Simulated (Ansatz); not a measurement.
TaRu3 (P6₃/mmc, No. 194, 8 atoms in the cell; start mp-1187258), treated with LDA (PAW; Ansatz, a first-principles code).

Settings: plane-wave cutoff 520 eV, 12×12×14 k mesh (along the axes of the cell as run), Fermi–Dirac smearing 0.05 eV, no spin polarisation, scalar-relativistic PAW data made under PBE.

Cell (relaxed at this level):

```cif
data_Ru6Ta2
_chemical_formula_sum 'Ta2 Ru6'
_space_group_name_H-M_alt 'P 1'
_space_group_IT_number 1
_cell_length_a 5.48806
_cell_length_b 5.48806
_cell_length_c 4.30960
_cell_angle_alpha 90.000
_cell_angle_beta 90.000
_cell_angle_gamma 120.000
loop_
_space_group_symop_operation_xyz
  'x, y, z'
loop_
_atom_site_label
_atom_site_type_symbol
_atom_site_fract_x
_atom_site_fract_y
_atom_site_fract_z
_atom_site_occupancy
Ta1 Ta 0.66667 0.33333 0.25000 1
Ta2 Ta 0.33333 0.66667 0.75000 1
Ru1 Ru 0.33210 0.16605 0.75000 1
Ru2 Ru 0.66790 0.83395 0.25000 1
Ru3 Ru 0.16605 0.33210 0.25000 1
Ru4 Ru 0.83395 0.66790 0.75000 1
Ru5 Ru 0.83395 0.16605 0.75000 1
Ru6 Ru 0.16605 0.83395 0.25000 1
```

**Question.** Give the computed bulk modulus.

**Answer.** 
bulk modulus: 319 GPa

Note: the run has no spin polarisation, so it can have missed a magnetic state; the bulk modulus is −V dP/dV from two relaxed cells at ±2 % in volume; the relaxation could not lower the start's symmetry, so the cell can be a saddle point above a distorted one.

Spin–orbit coupling is not included.

The computed numbers hold no vibrational or temperature effects.

A start named mp-… is a Materials Project structure, which need not be a measured phase.
